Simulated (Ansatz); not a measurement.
Take GaAs in the zinc blende structure (space group F-43m, No. 216) as the base.

```cif
data_AsGa
_chemical_formula_sum 'Ga1 As1'
_space_group_name_H-M_alt 'P 1'
_space_group_IT_number 1
_cell_length_a 4.00148
_cell_length_b 4.00148
_cell_length_c 4.00148
_cell_angle_alpha 60.000
_cell_angle_beta 60.000
_cell_angle_gamma 60.000
loop_
_space_group_symop_operation_xyz
  'x, y, z'
loop_
_atom_site_label
_atom_site_type_symbol
_atom_site_fract_x
_atom_site_fract_y
_atom_site_fract_z
_atom_site_occupancy
Ga1 Ga 0.00000 0.00000 0.00000 1
As1 As 0.25000 0.25000 0.25000 1
```

Level of theory: DFT with PBEsol, PAW potentials and a 420 eV plane-wave cutoff in Ansatz (a quantum-chemistry and plane-wave program), without spin-orbit coupling.

Before the change:

| Item | Value |
|---|---|
| Gap character | direct at Γ |
| Hole mass | 0.025, 0.34, 0.34 mₑ (at Γ) |
| Band gap | 0.42 eV |

Perturbation: a hydrostatic pressure of 15 GPa.

Question: How does this affect the gap character?

Answer: The gap character goes from direct at Γ to indirect, Γ → X.

Question: What does the calculation give for the hole mass after the change?

Answer: The hole mass (degenerate bands, along [100]) changes from 0.025, 0.34, 0.34 mₑ (at Γ) to 0.080, 0.28, 0.28 mₑ (at Γ).

Question: Estimate the effect on the band gap.

Answer: The band gap grows by 0.61 eV (0.42 eV → 1.03 eV).

Load acts through the strain it causes; cell and atoms are relaxed under it. Masses are band curvatures over ±0.01 Å⁻¹ around the edge. Stability against distortions was not tested. Tetrahedral semiconductors of this kind turn to denser phases somewhere between about 1 and 50 GPa; those were not computed, so compressed cells here can lie past the real transition.
